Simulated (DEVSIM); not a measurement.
Si n-i-p diode

Structure: Si n-i-p diode, at 300 K.

```tsv
layer (left to right)	material	thickness (μm)	Nd (cm⁻³)	Na (cm⁻³)	τn (s)	τp (s)
1	Si	0.120	6e18	-	7.4e-7	7.4e-7
2	Si	0.210	-	1.3e12	7.4e-7	7.4e-7
3	Si	0.520	-	6.1e17	7.4e-7	7.4e-7
```

Left contact: ohmic. Right contact: ohmic. Voltage is applied to the left contact. Recombination: SRH at mid-gap, radiative. Mobility is constant in doping.

Constants are typed, rounded textbook-type inputs, not results; the design itself was drawn at random and stands for no fabricated device. Values at 300 K.

```csv
parameter,Si
gap (eV),1.124
affinity (eV),4.05
permittivity,11.7
Nc (cm⁻³),2.86e19
Nv (cm⁻³),3.1e19
μn (cm²/Vs),1417
μp (cm²/Vs),470
B (cm³/s),4.7e-15
```

Simulated with DEVSIM: 1D drift-diffusion, Boltzmann statistics, complete ionisation; no tunnelling, impact ionisation, image-force lowering or self-heating.

```
Quantity                                         Value
---------------------------------------------  -------
Potential step across the device at zero bias  0.982 V
Dark forward voltage at 1 A/cm²                0.631 V
Dark forward voltage at 100 A/cm²              0.751 V
```

Dark reverse current:

```json
[
 {"V (V)": "0.10", "J (A/cm²)": "3.4e-9"},
 {"V (V)": "0.25", "J (A/cm²)": "6.2e-9"},
 {"V (V)": "0.50", "J (A/cm²)": "9.5e-9"},
 {"V (V)": "0.75", "J (A/cm²)": "1.2e-8"},
 {"V (V)": "1.00", "J (A/cm²)": "1.4e-8"},
 {"V (V)": "1.50", "J (A/cm²)": "1.6e-8"},
 {"V (V)": "2.00", "J (A/cm²)": "1.8e-8"},
 {"V (V)": "2.50", "J (A/cm²)": "1.9e-8"},
 {"V (V)": "3.25", "J (A/cm²)": "2.0e-8"},
 {"V (V)": "4.00", "J (A/cm²)": "2.1e-8"}
]
```

Small-signal capacitance in reverse bias (quasi-static):

```json
[
 {"V (V)": "0.1", "C (nF/cm²)": "50.7"},
 {"V (V)": "0.25", "C (nF/cm²)": "49.9"},
 {"V (V)": "0.5", "C (nF/cm²)": "48.9"},
 {"V (V)": "0.75", "C (nF/cm²)": "48.3"},
 {"V (V)": "1", "C (nF/cm²)": "47.7"},
 {"V (V)": "1.5", "C (nF/cm²)": "46.9"},
 {"V (V)": "2", "C (nF/cm²)": "46.2"},
 {"V (V)": "2.5", "C (nF/cm²)": "45.6"},
 {"V (V)": "3.25", "C (nF/cm²)": "44.8"},
 {"V (V)": "4", "C (nF/cm²)": "44.0"}
]
```
